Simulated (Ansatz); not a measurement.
The reference is CdTe in the zinc blende structure (space group F-43m, No. 216; a = 6.558 Å). Axes: x, y, z lie along the cube axes.

Computed with Ansatz (a first-principles code), r2SCAN, PAW, cutoff 500 eV, without spin-orbit coupling.

Before the change:

The electron mass comes out as 0.090 mₑ (at Γ).

It is then changed as follows: uniaxial strain ε_zz = +1.00 %, all other strain components held at zero, atoms relaxed at fixed cell.

Task: What happens to the electron mass and stress?

Result: The electron mass goes from 0.090 mₑ (at Γ) to 0.088 mₑ (at Γ); the stress (xx, yy, zz, yz, xz, xy; compression positive) is (-0.34, -0.34, -0.51, 0.00, 0.00, 0.00) GPa.

Spin-orbit coupling, missing from the scalar runs, can matter with Te. The levels and masses belong to the bands next to the band gap. Effective masses come from finite differences of ±0.01 Å⁻¹. Whether these cells are dynamically stable was not tested.
